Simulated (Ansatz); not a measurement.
Functionals compared on a constructed model of the (111) surface of fcc Ir, a pseudomorphic layer of Os in the host's stacking (bottom of the slab: a bare face, its two planes held), in Ansatz (plane waves, PAW). The structure was relaxed with PBE; the other rows are single points on it. Cutoff 420 eV (500 eV for r2SCAN).

Model: 7-atom slab, 13.7 Å thick at the start with caps and adatoms (thin: gaps and levels are the slab's own), 16x16x1 mesh, Fermi-Dirac 0.1 eV, dipole correction, 2 atoms held, the rest relaxed; symmetry of the start imposed; no spin, no spin-orbit, no U. In PBE it is, or lies within 0.01 eV a 1x1 cell of, the lowest of the 2 structures of its composition computed so far; subsurface sites and larger cells were not tried. These notes are the PBE run's.

```json
[
 {"functional": "PBE", "work function of the top face (eV)": "5.44", "rough cost of the single point": "–"},
 {"functional": "RPBE", "work function of the top face (eV)": "5.30", "rough cost of the single point": "very roughly 22 core-seconds"},
 {"functional": "r2SCAN", "work function of the top face (eV)": "[?]", "rough cost of the single point": "very roughly 40 core-seconds"}
]
```

**Question.** Fill in the missing entries.

**Answer.** 
- r2SCAN, work function of the top face (eV): 5.51

Ansatz is a first-principles code.
